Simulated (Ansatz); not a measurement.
**Response to strain in hypothetical rock salt ZrSi**

The reference is ZrSi in the rock salt structure (space group Fm-3m, No. 225; a = 5.3412 Å; a hypothetical phase, not in the database extracts checked). Axes: x, y, z lie along the cube axes.

Strains are applied to the cell and any free atomic positions relax; under biaxial strain the out-of-plane vector relaxes too.

Computed with PBEsol (Ansatz, a program for electronic structure; PAW; 420 eV plane waves; no SOC).

Notes on the quantities. pressure: mean of the normal stresses, compression positive; energy relative to the base: free energy F.

```csv
variant,pressure,energy relative to the base,space group
base,0.0 GPa,0 meV/atom,Fm-3m (No. 225)
"biaxial strain −0.75 %, plane normal [001], relaxed out of plane",1.6 GPa,+2.1 meV/atom,I4/mmm (No. 139)
"biaxial strain −2.73 %, plane normal [110], relaxed out of plane",3.9 GPa,+18 meV/atom,Immm (No. 71)
uniaxial strain ε_xx = −2.66 %,3.6 GPa,+13 meV/atom,I4/mmm (No. 139)
uniaxial strain ε_xx = +0.47 %,?,?,I4/mmm (No. 139)
uniaxial strain ε_xx = +0.96 %,-1.1 GPa,+1.5 meV/atom,I4/mmm (No. 139)
uniaxial strain ε_yy = −1.30 %,1.7 GPa,+3.0 meV/atom,I4/mmm (No. 139)
uniaxial strain ε_yy = −1.01 %,1.3 GPa,+1.8 meV/atom,I4/mmm (No. 139)
uniaxial strain ε_zz = +0.90 %,-1.1 GPa,+1.3 meV/atom,I4/mmm (No. 139)
tensor shear ε_xy = +1.09 %,0.0 GPa,+0.5 meV/atom,Immm (No. 71)
```

### Question
Some entries are withheld; estimate them.

### Answer

- uniaxial strain ε_xx = +0.47 %, pressure: -0.6 GPa
- uniaxial strain ε_xx = +0.47 %, energy relative to the base: +0.4 meV/atom

Without a gap, meshes like the base's 15×15×15 leave anisotropic stresses uncertain by several tenths of a GPa, and small strain energies with them. Stability against distortions was not tested. The final runs are not spin-polarised.
